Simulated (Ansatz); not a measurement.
For Se (P2₁/c, No. 14, 32 atoms in the cell; start mp-542605), LDA (PAW; Ansatz, a program for electronic structure) gives:

| Property | Value |
|---|---|
| cohesive energy | 3.44 eV/atom |
| band gap | 0.87 eV |

Q: What does r²SCAN in Ansatz (PAW) give for the same quantities?

A: 
- cohesive energy: 2.53 eV/atom (drops by 0.91 eV/atom)
- band gap: 1.64 eV (goes up by 0.77 eV)

Changes are worked out from the printed values.

Unless a cell is named, each level is at its own relaxed cell.

Levels without +SOC have no spin–orbit coupling; where heavier elements are present it shifts gaps, mostly down, and can invert bands. Density-functional gaps are differences of (generalised) Kohn–Sham levels.

Caveats: the relaxation could not lower the start's symmetry, so the cell can be a saddle point above a distorted one (LDA, r²SCAN). Ansatz's density-functional and Hartree–Fock values are scalar-relativistic unless marked +SOC, with PAW data made under PBE.

A start named mp-… is a Materials Project structure, which need not be a measured phase.
